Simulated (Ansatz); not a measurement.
For V5Si3 (I4/mcm, No. 140), LDA (Ansatz, a first-principles code, plane waves, PAW) gives:

| Property | Result |
|---|---|
| lattice parameter a | 9.237 Å |
| lattice parameter c | 4.635 Å |

Q: What does r²SCAN+rVV10 in Ansatz (plane waves, PAW) give for the same quantities?

A: 
- lattice constant a: 9.335 Å (goes up by 1.1 %)
- lattice parameter c: 4.687 Å (grows by 1.1 %)

Changes are worked out from the printed values.

Unless a cell is named, each level is at its own relaxed cell (LDA 12.36, r²SCAN+rVV10 12.76 Å³/atom).

The crystal itself was run without spin with LDA, r²SCAN+rVV10.

Caveats: the relaxation could not lower the start's symmetry, so the cell can be a saddle point above a distorted one (LDA, r²SCAN+rVV10). Ansatz's density-functional and Hartree–Fock values are scalar-relativistic unless marked +SOC, with PAW data made under PBE.
